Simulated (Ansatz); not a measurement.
# Pressure series in Ge2Sb2Te5

Consider Ge2Sb2Te5 (space group P-3m1, No. 164).

```cif
data_Ge2Sb2Te5
_chemical_formula_sum 'Te5 Sb2 Ge2'
_space_group_name_H-M_alt 'P-3m1'
_space_group_IT_number 164
_space_group_name_Hall '-P 3 2"'
_cell_length_a 4.23419
_cell_length_b 4.23419
_cell_length_c 17.43641
_cell_angle_alpha 90.000
_cell_angle_beta 90.000
_cell_angle_gamma 120.000
loop_
_atom_site_label
_atom_site_type_symbol
_atom_site_symmetry_multiplicity
_atom_site_Wyckoff_symbol
_atom_site_fract_x
_atom_site_fract_y
_atom_site_fract_z
_atom_site_occupancy
Te1 Te 1 a 0.00000 0.00000 0.00000 1
Sb1 Sb 2 d 0.66667 0.33333 0.11341 1
Te2 Te 2 d 0.33333 0.66667 0.21241 1
Ge1 Ge 2 c 0.00000 0.00000 0.34084 1
Te3 Te 2 d 0.66667 0.33333 0.42287 1
```

Cell and atoms are relaxed at each pressure.

Method: PBE-D3(BJ) (Ansatz, a quantum-chemistry and plane-wave program, PAW, spin-orbit coupling left out), earlier PAW set.

Candidates:
(a) pressure −1 GPa
(b) pressure 10 GPa
(c) pressure 0.3 GPa

Base values:

The c/a ratio is 4.118.

### Question
Order them by c/a ratio, lowest first.

### Answer
(c) pressure 0.3 GPa (4.114), (b) pressure 10 GPa (4.141), (a) pressure −1 GPa (4.153)

Load acts through the strain it causes; cell and atoms are relaxed under it. Stability against distortions was not tested. No other phases were tried under pressure. All final runs are without spin polarisation. The program warned that a D3 coordination switch lies within reach, so dispersion energies are less smooth here.
